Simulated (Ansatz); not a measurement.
1T (CdI2-type) MgI2

The numbers are results of HSE06 (Ansatz, an electronic-structure program, PAW), not measurements.

Run with plane-wave cutoff 500 eV, 6×6×4 k mesh (along the axes of the cell as run), gaussian smearing 0.02 eV, scalar-relativistic PAW data made under PBE.

Cell (relaxed at this level):

```
CELL_PARAMETERS angstrom
      2.08892    -3.61811     0.00000
      2.08892     3.61811     0.00000
      0.00000     0.00000     7.62724
ATOMIC_POSITIONS crystal
  Mg 0.00000 0.00000 0.00000
  I  0.33333 0.66667 0.21728
  I  0.66667 0.33333 0.78272
```

* **band gap**: 4.61 eV (on the SCF k mesh)

Note: the cell comes from a level without a dispersion term, which matters for the spacing of layers, chains or molecules; the cell has widely spaced layers and the level no dispersion term, so their spacing and the moduli can rest on weak binding.

Spin–orbit coupling is not included; with these elements it can move the gap by several tenths of an eV or more.

Computing time: around 19 core-minutes (rough).
